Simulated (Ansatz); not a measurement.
Base system: ScAl₃ in the Cu3Au type structure (space group Pm-3m, No. 221; a = 4.072 Å; relaxed with 0.1 eV smearing). Axes: x, y, z lie along the cube axes.

Calculations: Ansatz (an electronic-structure program), PBEsol, PAW, cutoff 420 eV, no SOC.

It is then changed as follows: biaxial strain +1.20 %, plane normal [001], relaxed out of plane (Cartesian); in-plane vectors clamped, the third vector and the atoms free.

What happens to the energy relative to the base and out-of-plane strain?

The energy increases by 3.1 meV/atom; the out-of-plane strain comes out as -0.54 %.

Stability against distortions was not tested. The final runs are not spin-polarised.
